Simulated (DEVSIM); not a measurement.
System: Ti/SiO2/n-Si capacitor, at 300 K.

```tsv
layer (left to right)	material	thickness (nm)	Nd (cm⁻³)
1	SiO2	2.10	-
2	Si	7300	6.2e15
```

Metal gate on the left, work function 4.33 eV. Fixed charge at the semiconductor interface 0 cm⁻² (in units of +e); no interface traps.

This is a model device: material constants are rounded textbook-type values typed into the input, and sizes, dopings and lifetimes were drawn at random. Values at 300 K.

| parameter | SiO2 | Si |
|---|---|---|
| gap (eV) | 9 | 1.124 |
| affinity (eV) | 0.9 | 4.05 |
| permittivity | 3.9 | 11.7 |
| Nc (cm⁻³) | - | 2.86e19 |
| Nv (cm⁻³) | - | 3.1e19 |

DEVSIM, 1D Poisson equation in equilibrium, Boltzmann statistics, complete ionisation; no quantum confinement or tunnelling. Metal contacts follow the ideal Schottky-Mott rule: no Fermi-level pinning, no interface dipoles.

The SiO2 thickness was swept, all else fixed.

```tsv
SiO2 thickness (μm)	capacitance of the dielectric stack (μF/cm²)	threshold voltage (band bending 2φF) (V)
0.00084	4.11	-0.63
0.0012	2.88	-0.64
0.0015	2.30	-0.64
0.0018	1.92	-0.64
0.0021	1.64	-0.65
0.0025	1.38	-0.65
```

From the first row to the last the capacitance of the dielectric stack goes from 4.11 to 1.38. From the first row to the last the threshold voltage (band bending 2φF) goes from -0.63 to -0.65.
